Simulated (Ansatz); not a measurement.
The reference is Ru in the hcp (Mg type) structure (space group P6_3/mmc, No. 194; relaxed with 0.1 eV smearing).

```
CELL_PARAMETERS angstrom
      2.70429     0.00000     0.00000
     -1.35214     2.34198     0.00000
      0.00000     0.00000     4.26291
ATOMIC_POSITIONS crystal
  Ru 0.66667 0.33333 0.75000
  Ru 0.33333 0.66667 0.25000
```

Cartesian axes are those of the cell as printed.

The values are results of r2SCAN (Ansatz, an electronic-structure program), no spin-orbit coupling, not measurements.

Before the change:

The pressure comes out as 0.0 GPa. The band gap comes out as zero.

Perturbation: uniaxial strain ε_xx = −2.00 %, all other strain components held at zero; the atoms relax in the strained cell.

Problem. Estimate the effect on the pressure.

Solution. The pressure (mean of the normal stresses, compression positive) goes from zero to 7.1 GPa.

Problem. Predict the new band gap.

Solution. The band gap is still zero.

Problem. How does this affect the energy relative to the base?

Solution. The energy rises by 11 meV/atom.

Stability against distortions was not tested. All final runs are without spin polarisation.
